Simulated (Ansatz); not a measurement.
We consider cubic perovskite CsCdCl3, described by HSE06 (plane waves, PAW; Ansatz, a program for electronic structure).

Settings: plane-wave cutoff 460 eV, 6×6×6 k mesh, Fermi–Dirac smearing 0.01 eV, scalar-relativistic PAW data made under PBE.

Pressure at four volumes; x = ln(V/29.590 Å³). One pressure is withheld.

```
V (Å³/atom)        x  P (GPa)
-----------  -------  -------
28.030       -0.0542    1.898
29.590        0.0000   -0.085
30.243        0.0218   -0.749
30.981        0.0459        ?
```

### Question
Pass a parabola P(x) through the three rows shown, estimate the bulk modulus and its pressure derivative near zero pressure, and predict the withheld pressure.

### Answer
Slopes between the rows: (-0.085 − (1.898))/(0.0000 − (-0.0542)) = -36.59 and (-0.749 − (-0.085))/(0.0218 − (0.0000)) = -30.46 GPa. Their difference over the span 0.0760 is c = 6.13/0.0760 = 80.7 GPa, so P(x) = 1.898 + (-36.59)(x − (-0.0542)) + 80.7 (x − (-0.0542))(x − (0.0000)). At the middle row B = −dP/dx = −[-36.59 + 80.7 × 0.0542] = 32.2 GPa, and B′ = dB/dP = 2c/B = 5.0. At x = 0.0459 the parabola gives -1.394 GPa; the run gives -1.402 GPa. The Birch–Murnaghan fit to the energies at all volumes has B0 = 32.5 GPa and B′ = 4.9.

Note: the relaxation could not lower the start's symmetry, so the cell can be a saddle point above a distorted one.

Spin–orbit coupling is not included.
